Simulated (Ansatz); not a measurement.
An Ansatz (a program for electronic structure) input (PBE/PAW in Ansatz, no spin-orbit coupling):

Ansatz 0.2 input:
```yaml
crystal:
  lattice:
    - [2.1448786084, 1.2383462419, 14.0416978311]
    - [-2.1448786084, 1.2383462419, 14.0416978311]
    - [0, -2.4766924838, 14.0416978311]
  atoms:
    - { symbol: As, position: [0.936595263, 0.936595263, 0.936595263] }
    - { symbol: As, position: [0.1837125002, 0.1837125002, 0.1837125002] }
    - { symbol: As, position: [0.4411999881, 0.4411999881, 0.4411999881] }
    - { symbol: As, position: [0.6888971958, 0.6888971958, 0.6888971958] }
    - { symbol: In, position: [0.9999352038, 0.9999352038, 0.9999352038] }
    - { symbol: In, position: [0.2475019872, 0.2475019872, 0.2475019872] }
    - { symbol: Al, position: [0.4999611038, 0.4999611038, 0.4999611038] }
    - { symbol: In, position: [0.7521967578, 0.7521967578, 0.7521967578] }
basis: { ecutwfc: 420, ecutrho_ratio: 4, xc_grid: 2, fft_grid_basis: typed }
kpoints: { mp_grid: { grid: [9, 9, 9] } }
hamiltonian:
  xc: pbe
  dispersion: none
  pseudopotentials: { kind: paw }
scf: { occupations: { method: fermi_dirac, width: 0.05 }, convergence: { dr2_threshold: 0.0000000008 } }
output: { forces: true, stress: true }
checkpoint: { write: state.ck, write_every: 1000 }
```

Task: Which symmetry and how many k-points will the program report, and about how many plane waves at Γ?

Result: Space group R3m (ITA 160) with 6 operations, k-points 85 of 729, and 4349 plane waves at Γ.

These are small ordered cells, not random alloys; other orderings at the same x differ. Whether these cells are dynamically stable was not tested. All final runs are without spin polarisation. The cell was made from InAs by this change: x(Al) = 0.25, 8 atoms, R3m.
